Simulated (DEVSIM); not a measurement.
Device: Si p+/n-/n+ power diode, at 250 K.

Layer 1 from the left is Si, thickness (μm) 4.20, Na (cm⁻³) 3.8e18, τn (s) 2.4e-7, τp (s) 2.4e-7. Layer 2 from the left is Si, thickness (μm) 29.0, Nd (cm⁻³) 4.4e15, τn (s) 2.4e-7, τp (s) 2.4e-7. Layer 3 from the left is Si, thickness (μm) 3.10, Nd (cm⁻³) 1.5e18, τn (s) 2.4e-7, τp (s) 2.4e-7.

Left contact: ohmic. Right contact: ohmic. Voltage is applied to the left contact. Recombination: SRH at mid-gap. Gap narrowing is on: ΔEg = 6.92 meV × (l + √(l² + 0.5)), l = ln(N/1.3e17 cm⁻³), shared equally by both band edges. Mobility is μmin + (μ − μmin)/(1 + (N/Nref)^α).

The device is made up for the run: typed textbook-type constants, with dimensions and the other settings drawn at random. Values at 300 K; Nc and Nv go as T^1.5, mobilities as T to minus their exponent, the gap by Varshni's rule with the affinity fixed.

Si: gap (eV) 1.124, affinity (eV) 4.05, permittivity 11.7, Nc (cm⁻³) 2.86e19, Nv (cm⁻³) 3.1e19, μn (cm²/Vs) 1417, μp (cm²/Vs) 470, μn,min 52, μp,min 45, Nref,n 9.7e16, Nref,p 2.2e17, αn 0.68, αp 0.72, T exponent of μn 2.3, T exponent of μp 2.2, Varshni α (eV/K) 0.000473, Varshni β (K) 636.

DEVSIM, 1D drift-diffusion, Boltzmann statistics, complete ionisation; no tunnelling, impact ionisation, image-force lowering or self-heating.

Problem. What does the simulation give for the potential step across the device at zero bias, the dark forward voltage at 1 A/cm², the dark forward voltage at 100 A/cm²?

Solution. potential step across the device at zero bias 0.998 V; dark forward voltage at 1 A/cm² 0.739 V; dark forward voltage at 100 A/cm² 0.898 V.
